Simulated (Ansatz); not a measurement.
**Response to strain in TiAl**

Take TiAl (space group P4/mmm, No. 123; a = 2.8127 Å, c = 4.0616 Å; relaxed with 0.1 eV smearing) as the base.

Strains are applied to the cell and any free atomic positions relax.

All numbers come from Ansatz (a program for electronic structure) r2SCAN, no spin-orbit coupling.

Notes on the quantities. energy relative to the base: free energy F.

```tsv
isotropic strain (%)	energy relative to the base (meV/atom)
0	0.0
0.5	1.3
1	5.3
1.5	11.7
2	?
2.5	31.7
3	45.0
```

Question: Fit ΔE = Aε² + Bε³ (ε in %) to the rows shown and predict the withheld row.

Answer: Least squares on the printed values gives A = 5.42 and B = -0.14 meV/atom (largest residual 0.0 meV/atom); this predicts 20.6 meV/atom, and the run gives 20.6 meV/atom, in agreement.

No phonon test of stability was made. All final runs are without spin polarisation.
